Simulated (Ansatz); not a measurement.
Worked example: self-consistent single point of MoS₂ (P1, 6 atoms in the cell) in Ansatz (an electronic-structure program).

Method: PBEsol, default PAW files made with PBE (plane waves; Ansatz).

```yaml
crystal:
  lattice:
    - [3.19224, 0.00000, 0.00000]
    - [-1.59612, 2.76456, 0.00000]
    - [0.00000, 0.00000, 13.37829]
  atoms:
    - { symbol: Mo, position: [0.69615, 0.36484, 0.25396] }
    - { symbol: Mo, position: [0.30372, 0.63368, 0.75003] }
    - { symbol: S, position: [0.65891, 0.33945, 0.62882] }
    - { symbol: S, position: [0.30803, 0.64341, 0.36440] }
    - { symbol: S, position: [0.32826, 0.65885, 0.12817] }
    - { symbol: S, position: [0.70494, 0.35976, 0.87463] }
```

Reference input (self-consistent single point, DFT, HSE06, plane waves, default PAW files made with PBE): basis.ecutwfc = 30.9 Ry; kpoints.mp_grid.grid = 5 5 1; hamiltonian.xc = hse06; hamiltonian.pseudopotentials = {kind: paw} (the program's default PAW files); scf.occupations.method = fixed. This run's input differs from it in these lines:

Ansatz 0.2 input:
```diff
@@ -18,3 +18,3 @@
 hamiltonian:
-  xc: hse06
+  xc: pbesol
   pseudopotentials:
```

Log, with long lists cut:

```
SCF iter   1: F=—  HF=-13339.475411 eV  |F-HF|=—  |Δ(HF+E_count)|=         —  Δρ=6.61e-3  dr2=6.43e-2  ethr=1.77e-3  ⟨swp⟩=5.0  Hψ=1497  notcnv=0  defer=45
all-band conjugate gradients solve this SCF's bands
preconditioner: auto → Resta (q_TF=auto, 2.380 Å⁻¹)
SCF iter   2: F=—  HF=-13339.475238 eV  |F-HF|=—  |Δ(HF+E_count)|=   1.73e-4  Δρ=3.70e-3  dr2=9.91e-3  ethr=1.24e-4  ⟨swp⟩=2.8  Hψ=774  notcnv=0  defer=52
   [... lines left out ...]
SCF iter   7: F=—  HF=-13339.476240 eV  |F-HF|=—  |Δ(HF+E_count)|=   7.95e-7  Δρ=3.07e-5  dr2=5.38e-6  ethr=1.77e-8  ⟨swp⟩=2.0  Hψ=581  notcnv=0  defer=20
SCF iter   8: F=—  HF=-13339.476239 eV  |F-HF|=—  |Δ(HF+E_count)|=   6.22e-7  Δρ=1.20e-5  dr2=8.85e-7  ethr=1.04e-8  ⟨swp⟩=2.2  Hψ=528  notcnv=0  defer=20
SCF iter   9: F=—  HF=-13339.476239 eV  |F-HF|=—  |Δ(HF+E_count)|=   1.95e-7  Δρ=5.11e-6  dr2=1.45e-7  ethr=1.70e-9  ⟨swp⟩=2.0  Hψ=523  notcnv=0  defer=20
SCF iter  10: F=-13339.476239 eV  HF=-13339.476239 eV  |F-HF|=1.54e-8  |Δ(HF+E_count)|=   2.64e-8  Δρ=2.57e-6  dr2=2.34e-8  ethr=1.92e-10  ⟨swp⟩=10.8  Hψ=1954  notcnv=0
SCF 1 converged in 10 iterations: F = -13339.476239 eV  dr2 = 2.34e-8
Free energy (F): -13339.476239 eV
Internal energy: -13339.476239 eV  (E = F + TS)
E sigma→0 (E₀):  -13339.476239 eV
Fermi energy:    9.051814 eV
--- Forces (eV/Å), atoms counted from 1 ---
  atom   1  Mo    -1.43571707    -2.42139514    -3.05873044
  atom   2  Mo     1.00523952     2.09731254     0.26969824
  atom   3  S     -0.03273599    -0.89977244     1.30252686
  atom   4  S      1.12324604     1.61093514     1.28107595
  atom   5  S      0.31177789     0.80956329     1.77075490
  atom   6  S     -0.97180851    -1.19664176    -1.56521112
--- Stress (GPa, compression-positive) ---
       -4.315522       0.776828      -0.582130
        0.776828      -7.726975       0.650008
       -0.582130       0.650008      -8.253995
  P = ⅓ Tr σ = -6.7655 GPa (-67.655 kbar)
  The stress holds the Pulay correction. Without it, at fixed plane waves, as pw.x and ABINIT print it: P = -6.7762 GPa
```

The run converged in 10 iterations. Against the reference run the pressure goes from -7.01 to -6.77 GPa, the largest force goes from 4.466 to 4.157 eV/Å and the gap on the mesh goes from 1.662 to 1.068 eV.

The starting cell comes from a database of computed structures (which also holds hypothetical and non-ambient phases and stackings), without a prior relaxation at this level. Its atoms were displaced at random from the sites of space group no. 194. With a pressure of about -7 GPa the cell is away from its equilibrium volume at this level. Forces in this geometry exceed 1 eV/Å. Ansatz's pressure includes its estimate of the finite-basis (Pulay) stress.
